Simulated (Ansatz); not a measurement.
CdTe: biaxial strain +0.42 %, plane normal [111], relaxed out of plane

Base system: CdTe in the zinc blende structure (space group F-43m, No. 216; a = 6.4887 Å). Axes: x, y, z lie along the cube axes.

Modification: biaxial strain +0.42 %, plane normal [111], relaxed out of plane (Cartesian); in-plane vectors clamped, the third vector and the atoms free.

The values are results of Ansatz (a program for electronic structure) PBEsol, no spin-orbit coupling, not measurements. Γ-centred 9×9×9 mesh, Fermi–Dirac width 0.05 eV.

```json
[
 {"quantity": "space group", "base": "F-43m (No. 216)", "changed": "R3m (No. 160)", "shift": "–"},
 {"quantity": "shortest interatomic distance", "base": "2.810 Å", "changed": "2.812 Å", "shift": "+0.002 Å"},
 {"quantity": "energy relative to the base (free energy F)", "base": "0 meV/atom", "changed": "+0.3 meV/atom", "shift": "+0.3 meV/atom"},
 {"quantity": "pressure (mean of the normal stresses, compression positive)", "base": "0.01 GPa", "changed": "-0.20 GPa", "shift": "-0.21 GPa"},
 {"quantity": "band gap", "base": "0.65 eV", "changed": "0.61 eV", "shift": "-0.04 eV"},
 {"quantity": "gap character", "base": "direct at Γ", "changed": "direct at Γ", "shift": "–"},
 {"quantity": "electron mass", "base": "0.055 mₑ (at Γ)", "changed": "0.054 mₑ (at Γ)", "shift": "–"},
 {"quantity": "valence-band top at Γ (three highest levels, from the VBM)", "base": "0.00, 0.00, 0.00 eV", "changed": "0.00, -0.04, -0.04 eV", "shift": "–"},
 {"quantity": "valley order (the lowest conduction-band minima on the path, energy above the VBM, named in the base's zone)", "base": "Γ 0.65 eV; L along ⟨111⟩ 1.74 eV", "changed": "Γ 0.61 eV; L along [111] 1.66 eV; L along [1-1-1] 1.72 eV", "shift": "–"},
 {"quantity": "out-of-plane strain", "base": "–", "changed": "-0.33 %", "shift": "–"},
 {"quantity": "mean in-plane stress (compression positive)", "base": "–", "changed": "-0.3 GPa", "shift": "–"}
]
```

Final structure (turned so that z lies along the plane normal):

```
CELL_PARAMETERS angstrom
      4.60748     0.00000     0.00000
      2.30374     3.99020     0.00000
      2.30374    -1.33007     3.73389
ATOMIC_POSITIONS crystal
  Cd 0.00101 0.99949 0.99848
  Te 0.49899 0.25051 0.75152
```

With Te present, leaving out spin-orbit coupling can change the band edges. Masses are band curvatures over ±0.01 Å⁻¹ around the edge. Whether these cells are dynamically stable was not tested. Labels are those of the standard path for the cell's own space group.
